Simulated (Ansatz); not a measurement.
**Bi$_{2}$Se$_{3}$ in the Bi2Te3 type structure (space group R-3m, No. 166)**

Space group R-3m, hexagonal axes (No. 166); a = 4.0814 Å, b = 4.0814 Å, c = 27.6656 Å, α = 90.00°, β = 90.00°, γ = 120.00°

| atom | site | symmetry | x | y | z |
|---|---|---|---|---|---|
| Bi | 6c | 3m | 0.0000 | 0.0000 | 0.4019 |
| Se | 3a | -3m | 0.0000 | 0.0000 | 0.0000 |
| Se | 6c | 3m | 0.0000 | 0.0000 | 0.2078 |
(The calculation used a cell of 5 atoms; values per cell refer to that cell.)

Level of theory: Kohn–Sham DFT with the PBEsol-D3(BJ) functional, run in Ansatz (an electronic-structure program) with PAW and 420 eV plane waves, spin-orbit coupling left out. Γ-centred 9×9×9 mesh, Fermi–Dirac width 0.05 eV.

| Quantity | Value |
|---|---|
| Volume per atom | 26.61 Å³ |
| Density | 8.17 g/cm³ |
| Band gap | zero |
| Total energy | -8152.094 eV/atom (σ→0; compares only within this code and set-up) |

Spin-orbit coupling, missing from the scalar runs, can matter with Bi. No phonon test of stability was made. The final runs are not spin-polarised. Gaps under 0.05 eV, about the width of the smearing, are given as zero. The zero or small gap of Bi2Se3 can change with the level of theory.
